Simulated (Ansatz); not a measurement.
**A computed series for CdF2: response to strain**

Take CdF2 in the fluorite structure (space group Fm-3m, No. 225; a = 5.384 Å) as the base. Axes: x, y, z lie along the cube axes.

Strains are applied to the cell and any free atomic positions relax; under biaxial strain the out-of-plane vector relaxes too.

The values are results of PBEsol (Ansatz, a quantum-chemistry and plane-wave program; PAW; 420 eV plane waves; without spin-orbit coupling), not measurements.

Candidates:
(a) biaxial strain −2.00 %, plane normal [001], relaxed out of plane
(b) biaxial strain +3.00 %, plane normal [001], relaxed out of plane
(c) biaxial strain +1.00 %, plane normal [001], relaxed out of plane
(d) biaxial strain +2.00 %, plane normal [001], relaxed out of plane

Question: Order them by out-of-plane strain, highest first.

Answer: (a) biaxial strain −2.00 %, plane normal [001], relaxed out of plane (+1.64 %), (c) biaxial strain +1.00 %, plane normal [001], relaxed out of plane (-0.76 %), (d) biaxial strain +2.00 %, plane normal [001], relaxed out of plane (-1.46 %), (b) biaxial strain +3.00 %, plane normal [001], relaxed out of plane (-2.12 %)

Stability against distortions was not tested.
